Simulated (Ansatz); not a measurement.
**Cubic perovskite SrZrO3 (cubic high-temperature phase)**

Method: LDA in Ansatz (plane waves, PAW).

Settings: plane-wave cutoff 520 eV, 8×8×8 k mesh, Fermi–Dirac smearing 0.01 eV, scalar-relativistic PAW data made under PBE.

Cell (relaxed at this level):

```xyz
5
Lattice="4.0959 0.0000 0.0000 0.0000 4.0959 0.0000 0.0000 0.0000 4.0959" Properties=species:S:1:pos:R:3 pbc="T T T"
Sr     2.0479     2.0479     2.0479
Zr     0.0000     0.0000     0.0000
O      0.0000     2.0479     0.0000
O      2.0479     0.0000     0.0000
O      0.0000     0.0000     2.0479
```

```json
{
 "band_gap": "3.33 eV",
 "smallest_direct_gap_on_the_k_points_sampled": "3.55 eV"
}
```

Note: held by symmetry at 0 K, a high-temperature phase can be a saddle point.

Spin–orbit coupling is not included.

Cost on a shared machine: roughly 9 core-seconds.

Ansatz is a first-principles code.
